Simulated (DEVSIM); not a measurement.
# Schottky contact on n-type β-Ga2O3

Device: Schottky contact on n-type β-Ga2O3, at 300 K.

```csv
layer (left to right),material,thickness (μm),Nd (cm⁻³),τn (s),τp (s)
1,β-Ga2O3,0.420,1.5e15,5.4e-10,5.4e-10
2,β-Ga2O3,44.0,1.2e18,5.4e-10,5.4e-10
```

Left contact: Schottky, work function 5.12 eV, emission velocity 6.1e6 cm/s. Right contact: ohmic. Voltage is applied to the left contact. Recombination: SRH at mid-gap, radiative. Mobility is μmin + (μ − μmin)/(1 + (N/Nref)^α).

This is a model device: material constants are rounded textbook-type values typed into the input, and sizes, dopings and lifetimes were drawn at random. Values at 300 K.

| parameter | β-Ga2O3 |
|---|---|
| gap (eV) | 4.8 |
| affinity (eV) | 4 |
| permittivity | 10 |
| Nc (cm⁻³) | 3.7e18 |
| Nv (cm⁻³) | 5e20 |
| μn (cm²/Vs) | 160 |
| μp (cm²/Vs) | 1 |
| μn,min | 20 |
| μp,min | 0.1 |
| Nref,n | 1e18 |
| Nref,p | 1e18 |
| αn | 0.8 |
| αp | 0.8 |
| B (cm³/s) | 1e-12 |

Simulated with DEVSIM: 1D drift-diffusion, Boltzmann statistics, complete ionisation; no tunnelling, impact ionisation, image-force lowering or self-heating. Metal contacts follow the ideal Schottky-Mott rule: no Fermi-level pinning, no interface dipoles.

The potential step across the device at zero bias is 1.091 V and the dark forward voltage at 1 A/cm² is 0.777 V. The dark forward voltage at 100 A/cm² is 0.995 V.

Dark forward current:

(V (V), J (A/cm²)): (0.05, 1.4e-12); (0.15, 7.4e-11); (0.25, 3.3e-9); (0.35, 1.5e-7); (0.45, 6.4e-6); (0.55, 0.00027); (0.65, 0.011); (0.75, 0.41); (0.85, 9.3); (0.95, 61); (1.10, 220); (1.20, 350); (1.30, 490); (1.40, 650); (1.50, 810); (1.60, 990); (1.70, 1200); (1.80, 1400); (1.90, 1500); (2.00, 1700)

Small-signal capacitance in reverse bias (quasi-static):

```
V (V)  C (nF/cm²)
-----  ----------
-0.4         21.6
-1           21.3
-2           21.0
-3           20.9
-4           20.8
-6           20.7
-8           20.6
-10          20.5
-13          20.4
-16          20.2
-20          20.0
```
